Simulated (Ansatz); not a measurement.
An Ansatz (an electronic-structure program) input (DFT with PBEsol, PAW potentials and a 420 eV plane-wave cutoff in Ansatz, spin-orbit coupling left out):

Ansatz 0.2 input:
```yaml
crystal:
  lattice:
    - [5.0795478175, 0, 0]
    - [-2.5397739087, 4.3990174497, 0]
    - [0, 0, 3.0239915985]
  atoms:
    - { symbol: Mg, position: [0, 0, 0] }
    - { symbol: Mg, position: [0.3333333333, 0.6666666667, 0.5] }
    - { symbol: Mg, position: [0.6666666667, 0.3333333333, 0.5] }
basis: { ecutwfc: 420, ecutrho_ratio: 4, xc_grid: 2, fft_grid_basis: typed }
kpoints: { mp_grid: { grid: [13, 13, 19] } }
hamiltonian:
  xc: pbesol
  dispersion: none
  pseudopotentials: { kind: paw }
scf: { occupations: { method: fermi_dirac, width: 0.1 }, convergence: { dr2_threshold: 0.0000000003 } }
relax: { f_tol: 0.005, max_steps: 50 }
output: { forces: true, stress: true }
checkpoint: { write: state.ck, write_every: 1000 }
```

Q: Which symmetry and how many k-points will the program report, and about how many plane waves at Γ?

A: Space group P6/mmm (ITA 191) with 24 operations, k-points 210 of 3211, and 1301 plane waves at Γ.

Q: And the final pressure?

A: 0.49 GPa (compression positive).

The cells carry an imposed strain or load. No phonon test of stability was made. The cell was made from Mg (space group P6/mmm, No. 191; a model cell, its experimental status unchecked) by this change: uniaxial strain ε_zz = −1.35 %. This is not the structure that Mg has at room temperature and ambient pressure.
